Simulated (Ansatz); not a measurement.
The starting structures come from a database of crystals and need not be the phases stable at ambient conditions.

Here is the system:

```xyz
12
Lattice="7.6769 0.0000 0.0000 -3.8384 8.0176 0.0000 0.0000 2.8834 6.1581" Properties=species:S:1:pos:R:3 pbc="T T T"
K      1.5366     5.3048     5.0243
K      2.3018     5.5963     1.1338
K     -2.3018     7.0380     4.2128
K      6.1403     3.8631     1.9453
K      3.8384     0.7209     1.5395
K      3.8384     2.1626     4.6186
In     0.0000     2.1626     4.6186
In     0.0000     0.7209     1.5395
P      1.4541     2.7152     2.4828
P      2.3844     8.1859     3.6754
P     -2.3844     6.7442     0.5963
P      6.2228     4.1569     5.5618
```

Space group of this cell: Ibam. The cell is taken as given.

Transport runs along the normal of the first two printed cell vectors.

No gap correction and no spin-orbit coupling; mid-gap values are interpolated between computed energies.

Task: Predict the band gap and the smallest decay constant κ at mid-gap from Ansatz (a first-principles code) with r2SCAN.

Result: Gap 1.22 eV on a 6×6×6 mesh; κ = 0.137 1/Å, at the zone centre.
